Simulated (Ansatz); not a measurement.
Start from Cu in the fcc (Cu type) structure (space group Fm-3m, No. 225; a = 3.518 Å; relaxed with 0.1 eV smearing).

Method: plane-wave PAW DFT at the LDA level (Ansatz, a quantum-chemistry and plane-wave program, 420 eV), no spin-orbit coupling.

Strains are applied to the cell and any free atomic positions relax.

One change was made to it. Results:

```json
[
 {"quantity": "pressure", "base": "0.0 GPa", "after": "9.6 GPa"},
 {"quantity": "energy relative to the base (free energy F)", "base": "0 meV/atom", "after": "+14 meV/atom"}
]
```

Problem. Name the change that was made.
(A) isotropic strain −2.50 %
(B) isotropic strain −3.00 %
(C) isotropic strain −1.50 %
(D) isotropic strain +1.50 %

Solution. C, isotropic strain −1.50 %. For comparison, the energy relative to the base in the other runs: isotropic strain +1.50 % gives +12 meV/atom; isotropic strain −3.00 % gives +59 meV/atom; isotropic strain −2.50 % gives +40 meV/atom.

Whether these cells are dynamically stable was not tested. All final runs are without spin polarisation.
